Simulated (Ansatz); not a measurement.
# Hypothetical rock salt CrGe, pressure series

Base system: CrGe in the rock salt structure (space group Fm-3m, No. 225; a = 4.933 Å; ferromagnetic; a hypothetical phase, not in the database extracts checked).

Cell and atoms are relaxed at each pressure.

Computed with PBEsol in Ansatz (plane waves to 420 eV, PAW, without spin-orbit coupling).

```tsv
pressure (GPa)	volume per atom (Å³/atom)
-1	15.131
0	15.010
0.3	14.973
0.7	?
1.5	14.834
3	14.670
5	14.467
7.5	14.233
10	14.018
```

Problem. Fit the third-order Birch–Murnaghan form P(V) = (3B₀/2)[(V₀/V)^(7/3) − (V₀/V)^(5/3)]·[1 + (3/4)(B₀′ − 4)((V₀/V)^(2/3) − 1)] (squares taken in P) to the rows shown and predict the withheld row.

Solution. Least squares on the printed values gives V₀ = 15.009 Å³/atom, B₀ = 125 GPa, B₀′ = 4.7; this predicts 14.926 Å³/atom, and the run gives 14.926 Å³/atom, in agreement.

Other magnetic orders, which the real material may have, were not ruled out. Load acts through the strain it causes; cell and atoms are relaxed under it. No phonon test of stability was made. Competing high-pressure phases were not computed.

Ansatz is a program for electronic structure.
